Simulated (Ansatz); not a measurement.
Consider LaN in the zinc blende structure (space group F-43m, No. 216; a = 5.546 Å; a hypothetical phase, not in the database extracts checked). Axes: x, y, z lie along the cube axes.

One thing is altered: compressive biaxial strain of 2.90 % in the plane normal to [001], as in epitaxy on a mismatched substrate; the out-of-plane cell vector and the atoms relax.

Levels (all Ansatz, an electronic-structure program, PAW): PBEsol (420 eV, scalar-relativistic without spin-orbit coupling); r2SCAN (500 eV, no spin-orbit coupling); HSE06 (420 eV, spin-orbit coupling left out).

At the geometry relaxed with PBEsol, these levels gave the following band gaps, in shuffled order: (a) 1.49 eV, (b) 1.03 eV, (c) 2.16 eV.

Task: Match each gap to its level.

Result: (a) r2SCAN; (b) PBEsol; (c) HSE06.

Single points use the geometry relaxed with PBEsol. HSE06 was sampled on its mesh, a few special points and the semilocal edge points, so its gap is an upper bound. No phonon test of stability was made.
